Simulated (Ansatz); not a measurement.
Base system: SiGe in the CsCl type structure (space group Pm-3m, No. 221; a = 3.200 Å; a hypothetical phase, not in the database extracts checked; relaxed with 0.1 eV smearing). Axes: x, y, z lie along the cube axes.

All numbers come from PBEsol (Ansatz, a program for electronic structure, PAW, no spin-orbit coupling).

Modification: the cell is stretched by 4.06 % along y with no lateral relaxation, atoms relaxed at fixed cell.

Problem. Predict the stress tensor and what it implies for the stiffness.

Solution. Stress of the strained cell less that of the base (GPa, compression positive):
```
   -3.3     0.0     0.0
    0.0    -2.5     0.0
    0.0     0.0    -3.3
```

Then −Δσ_ii/ε with ε = 0.0406 gives secant stiffness values (nonlinear terms included at this strain): C22 ≈ 62 GPa, C12 ≈ 80 GPa and C23 ≈ 80 GPa.

An off-diagonal value above the diagonal one breaks a Born criterion: the base is elastically unstable at this level, or the strain is beyond its stable range.

As a check, the harmonic strain energy −½ V₀ Δσ:ε is 5.3 meV/atom; the computed energy rise is 5.0 meV/atom.

No phonon test of stability was made. All final runs are without spin polarisation.
